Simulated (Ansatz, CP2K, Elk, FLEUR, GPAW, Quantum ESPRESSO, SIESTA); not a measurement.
Br (Cmce, 4 atoms in the cell) computed with different codes at matched settings

Self-consistent single point.

```xyz
4
Lattice="2.2888 -3.4077 0.0000 2.2888 3.4077 0.0000 0.0000 0.0000 8.9101" Properties=species:S:1:pos:R:3 pbc="T T T"
Br     3.9414     0.0000     7.9211
Br     2.9251     0.0000     3.4660
Br     1.6525     0.0000     5.4441
Br     0.6363     0.0000     0.9890
```

Shared settings, as Ansatz (a quantum-chemistry and plane-wave program) writes them: kpoints.mp_grid.grid = 5 5 2; scf.occupations.method = fermi_dirac; scf.occupations.width = 0.02 eV. Potentials and cutoffs stand in the table.

| code | model | pressure (GPa) | largest force (eV/Å) | gap on the mesh (eV) | cutoff |
|---|---|---|---|---|---|
| FLEUR | LDA (Perdew-Zunger), all-electron FLAPW (FLEUR), scalar-relativistic valence | – | 0.145 | 1.463 | Kmax 3.9 1/bohr |
| Elk | LDA (PW92), all-electron FP-LAPW, Elk's shipped species files, default APW+lo basis | – | – | 1.444 | default |
| SIESTA | LDA PW92, numerical atomic orbitals DZP, PseudoDojo LDA standard norm-conserving potentials (rewritten from UPF to PSML) | -3.77 | 0.528 | 1.394 | grid 350 Ry |
| GPAW | LDA (Perdew-Wang 92), GPAW PAW datasets LDA (gpaw-data 1.0.1) | -2.69 | 0.164 | 1.450 | 550 eV |
| Ansatz | LDA (PW92), default PAW files made with PBE | -2.91 | 0.152 | 1.470 | default |
| CP2K | LDA (Pade form), GPW, DZVP-MOLOPT-SR-GTH basis, GTH-PADE potentials (GTH_POTENTIALS) | -1.72 | 0.512 | 1.378 | grid 400 Ry |
| Quantum ESPRESSO | LDA (PW92), PseudoDojo standard norm-conserving (LDA) pseudopotentials | -2.94 | 0.151 | 1.445 | 45 Ry |

A dash marks a value that a program does not give, or that is left out as unsure.

Gaps are read on the mesh.

The spread over the programs that give each value: pressure within 2.05 GPa; largest force within 0.383 eV/Å; gap on the mesh within 0.092 eV.

SIESTA and CP2K use small atom-centred bases, whose incompleteness enters pressures, forces and empty levels differently from a plane-wave cutoff. FLEUR and Elk treat all electrons, but the usual bases taken here (sphere radii, linearisation, local orbitals, empty states) were not tested for convergence, so the values are no reference for the others. Ansatz's pressure is given at a fixed set of plane waves, as the other plane-wave codes print theirs. In the pressure, CP2K (by 1.19) lies more than 1 GPa from the median of the plane-wave programs. In the force vectors, SIESTA (by 0.547), GPAW (by 0.121) and CP2K (by 0.541) lie more than 0.08 eV/Å from the median of the plane-wave programs.

The starting cell has typed, rounded lattice constants, without a prior relaxation at this level. Its lattice was rescaled by a random factor within 2.5 % of one.

Left out of this page: ABINIT (with a known weakness of the program).

Keys are those of Ansatz 0.2.
